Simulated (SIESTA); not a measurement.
Worked example: self-consistent single point of TiSb₂ (I4/mcm, 6 atoms in the cell) in SIESTA

Method of the run: GGA PBEsol, numerical atomic orbitals DZP, PseudoDojo PBEsol standard norm-conserving potentials (rewritten from UPF to PSML) run with SIESTA 5.4.2.

This input was run:

```
# files in the folder: Ti.psml Sb.psml (PseudoDojo PBEsol standard)
SystemName  TiSb2
SystemLabel tisb2

NumberOfAtoms                6
NumberOfSpecies              2
%block ChemicalSpeciesLabel
  1 22 Ti
  2 51 Sb
%endblock ChemicalSpeciesLabel
LatticeConstant              1.0 Ang
%block LatticeVectors
    -3.351455000    3.351455000    2.897990000
     3.351455000   -3.351455000    2.897990000
     3.351455000    3.351455000   -2.897990000
%endblock LatticeVectors
AtomicCoordinatesFormat      Bohr
%block AtomicCoordinatesAndAtomicSpecies
     0.000000000    0.000000000    2.738203706  1
    -0.000000000    0.000000000    8.214611118  1
     4.407492453    1.925839616    5.476407412  2
     1.925839616    4.407492453    0.000000000  2
    -1.925839616    4.407492453    5.476407412  2
     8.259171685    1.925839616   -0.000000000  2
%endblock AtomicCoordinatesAndAtomicSpecies

XC.functional                GGA
XC.authors                   PBEsol
PAO.BasisSize                DZP
PAO.EnergyShift              0.005 Ry
MeshCutoff                   300 Ry
%block kgrid.MonkhorstPack
    5   0   0  0.0
    0   5   0  0.0
    0   0   5  0.0
%endblock kgrid.MonkhorstPack
OccupationFunction           FD
ElectronicTemperature        100.0 meV

MaxSCFIterations             150
SCF.Mixer.Method             Pulay
SCF.Mixer.Weight             0.25
SCF.Mixer.History            8
SCF.DM.Tolerance             1.0E-04
Diag.ParallelOverK           true
WriteForces                  true
Charge.Mulliken              end
```

Output (repeated stretches shortened):

```
reinit: Reading from file input.fdf

reinit: System Name: TiSb2
reinit: System Label: tisb2

coor:   Atomic-coordinates input format  =     Cartesian coordinates
coor:                                            (in Bohr units)

siesta: Atomic coordinates (Bohr) and species
siesta:      0.00000   0.00000   2.73820  1        1
siesta:     -0.00000   0.00000   8.21461  1        2
siesta:      4.40749   1.92584   5.47641  2        3
siesta:      1.92584   4.40749   0.00000  2        4
siesta:     -1.92584   4.40749   5.47641  2        5
siesta:      8.25917   1.92584  -0.00000  2        6

siesta: System type = bulk

initatomlists: Number of atoms, orbitals, and projectors:      6   110   164

siesta: ******************** Simulation parameters ****************************
redata: Spin configuration                          = none
redata: Time-Reversal Symmetry                      = T
redata: Number of Atomic Species                    =        2
redata: Mesh Cutoff                                 =   300.0000 Ry
redata: Net charge of the system                    =     0.0000 |e|
redata: Min. number of SCF Iter                     =        0
redata: Max. number of SCF Iter                     =      150
redata: SCF convergence failure will abort job
redata: SCF mix quantity                            = Hamiltonian
redata: Mix DM or H after convergence               =   F
redata: Recompute H after scf cycle                 =   F
redata: Mix DM in first SCF step                    =   T
redata: No kicks to SCF
redata: DM Mixing Weight for Kicks                  =     0.5000
redata: Require Harris convergence for SCF          =   F
redata: Harris energy tolerance for SCF             =     0.000100 eV
redata: Require DM convergence for SCF              =   T
redata: DM tolerance for SCF                        =     0.000100
redata: Require EDM convergence for SCF             =   F
   [... lines left out ...]
diag: Parallel distribution                         =     1 x     1
diag: Used triangular part                          = Lower
diag: Absolute tolerance                            =  0.100E-15
diag: Orthogonalization factor                      =  0.100E-05
diag: Memory factor                                 =  1.0000

superc: Internal auxiliary supercell:     5 x     5 x     5  =     125
superc: Number of atoms, orbitals, and projectors:    750  13750  20500

                        Single-point calculation

superc: Internal auxiliary supercell:     5 x     5 x     5  =     125
superc: Number of atoms, orbitals, and projectors:    750  13750  20500

outcell: Unit cell vectors (Ang):
       -3.351455    3.351455    2.897990
        3.351455   -3.351455    2.897990
        3.351455    3.351455   -2.897990

outcell: Cell vector modules (Ang)   :    5.555434    5.555434    5.555434
outcell: Cell angles (23,13,12) (deg):    105.7904    105.7904    117.1141
outcell: Cell volume (Ang**3)        :    130.2038
new_DM -- step:     1
Initializing Density Matrix...

Attempting to read DM from file... Failed...
DM filled with atomic data:

InitMesh: MESH = 50 x 50 x 54 = 135000
InitMesh: Mesh cutoff (required, used) =   300.000   307.571 Ry

stepf: Fermi-Dirac step function
        iscf     Eharris(eV)        E_KS(eV)     FreeEng(eV)     dDmax    Ef(eV) dHmax(eV)
   scf:    1   -13085.132113   -13105.209204   -13105.277043  1.712418 -4.309386  2.694826
   scf:    2   -13106.264409   -13105.781905   -13105.847412  0.131938 -4.383787  1.567907
   scf:    3   -13106.147203   -13106.028170   -13106.093979  0.099470 -4.553395  0.716624
   scf:    4   -13106.098390   -13106.082778   -13106.147968  0.046133 -4.556376  0.139657
   scf:    5   -13106.087056   -13106.085615   -13106.151168  0.006150 -4.561544  0.022979
   scf:    6   -13106.085708   -13106.085686   -13106.151210  0.001017 -4.558916  0.010133
   scf:    7   -13106.085647   -13106.085671   -13106.151222  0.000832 -4.559319  0.003860
   scf:    8   -13106.085685   -13106.085679   -13106.151223  0.000195 -4.558867  0.001727
   scf:    9   -13106.085676   -13106.085677   -13106.151223  0.000069 -4.558967  0.000384
SCF Convergence by DM+H criterion
max |DM_out - DM_in|         :     0.0000686210
max |H_out - H_in|      (eV) :     0.0003835037
SCF cycle converged after 9 iterations

Using DM_out to compute the final energy and forces

siesta: E_KS(eV) =           -13106.0857

siesta: E_KS - E_eggbox =    -13106.0857

siesta: Atomic forces (eV/Ang):
     1   -0.000089    0.000089   -0.000000
     2    0.000089   -0.000089   -0.000000
     3   -0.186184    0.186183   -0.000000
     4    0.186183   -0.186183    0.000000
     5   -0.186512   -0.186512   -0.000270
     6    0.186512    0.186512    0.000270
   Tot    0.000000    0.000000   -0.000000
   Max    0.186512
   Res    0.124232    sqrt( Sum f_i^2 / 3N )
   Max    0.186512    constrained

Stress tensor Voigt[x,y,z,yz,xz,xy] (kbar):        8.25        8.25       12.16        0.23        0.23        0.50
(Free)E + p*V (eV/cell)   -13106.9275
Target enthalpy (eV/cell)   -13106.1512

siesta: Program's energy decomposition (eV):
siesta: Ebs     =     -2306.522172
siesta: Eions   =     13655.575872
siesta: Ena     =      1526.001970
siesta: Ekin    =      7061.002682
siesta: Enl     =     -5151.080300
siesta: Eso     =         0.000000
siesta: Edftu   =         0.000000
siesta: DEna    =        29.513868
siesta: DUscf   =         1.303167
siesta: DUext   =         0.000000
siesta: Ex      =     -2727.453751
siesta: Ec      =      -189.797441
siesta: Exc     =     -2917.251192
siesta: Eharris =    -13106.085676
siesta: Etot    =    -13106.085677
siesta: FreeEng =    -13106.151223

siesta: Atomic forces (eV/Ang):
siesta:      1   -0.000089    0.000089   -0.000000
siesta:      2    0.000089   -0.000089   -0.000000
siesta:      3   -0.186184    0.186183   -0.000000
siesta:      4    0.186183   -0.186183    0.000000
siesta:      5   -0.186512   -0.186512   -0.000270
siesta:      6    0.186512    0.186512    0.000270
siesta: ----------------------------------------
siesta:    Tot    0.000000    0.000000   -0.000000

siesta: Stress tensor (static) (eV/Ang**3):
siesta:     0.005148    0.000313    0.000142
siesta:     0.000313    0.005148    0.000142
siesta:     0.000142    0.000142    0.007591

   [... lines left out ...]
siesta: Cell volume =        130.203800 Ang**3
siesta:          -9.55238381        -10.66197053  kBar
   [... lines left out ...]
              0.175   0.618   0.510   0.865   0.510   0.673  -0.078  -0.060

             -0.102  -0.060  -0.067

Species: Sb
Atom  Qatom  Qorb
               5s      5s      5py     5pz     5px     5py     5pz     5px
               4dxy    4dyz    4dz2    4dxz    4dx2-y2 5dxy    5dyz    5dz2
               5dxz    5dx2-y2
   3 15.315   1.534   0.105   0.956   1.091   0.956   0.055  -0.061   0.055
              2.001   2.000   2.003   2.000   2.003   0.163   0.108   0.141

              0.108   0.097
   4 15.315   1.534   0.105   0.956   1.091   0.956   0.055  -0.061   0.055
              2.001   2.000   2.003   2.000   2.003   0.163   0.108   0.141

              0.108   0.097
   5 15.315   1.534   0.105   0.956   1.091   0.956   0.055  -0.061   0.055
              2.001   2.000   2.003   2.000   2.003   0.163   0.108   0.141

              0.108   0.097
   6 15.315   1.534   0.105   0.956   1.091   0.956   0.055  -0.061   0.055
              2.001   2.000   2.003   2.000   2.003   0.163   0.108   0.141

              0.108   0.097

mulliken: Qtot =       84.000

Mulliken Atomic Populations:
Atom #   charge [q] valence [e]  Species
     1     0.630144   11.369856  Ti
     2     0.630156   11.369844  Ti
     3    -0.314986   15.314986  Sb
     4    -0.314986   15.314986  Sb
     5    -0.315163   15.315163  Sb
     6    -0.315164   15.315164  Sb
 Total     0.000000
```

The run converged in 9 iterations.

The starting cell comes from a database of computed structures (which also holds hypothetical and non-ambient phases and stackings), without a prior relaxation at this level. Spin polarisation is off. Values carry the incompleteness of an atom-centred basis.

Cost on one core of a shared machine: roughly 50 s.
